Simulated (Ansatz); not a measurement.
The reference is BP in the zinc blende structure (space group F-43m, No. 216; a = 4.536 Å). Axes: x, y, z lie along the cube axes.

Level of theory: r2SCAN, PAW, 500 eV (Ansatz, a first-principles code; scalar-relativistic without spin-orbit coupling), earlier PAW set.

For the base:

```
Item       Result
--------  -------
Band gap  1.41 eV
```

It is then changed as follows: uniaxial stress, 0.5 GPa compression along z; all other stress components relax to zero.

**Question.** What does the calculation give for the energy relative to the base and band gap after the change?

**Answer.** The energy hardly moves; the band gap drops by 0.03 eV (1.41 eV → 1.38 eV).

Load acts through the strain it causes; cell and atoms are relaxed under it. Beyond what the load breaks, stability against distortions was not tested.
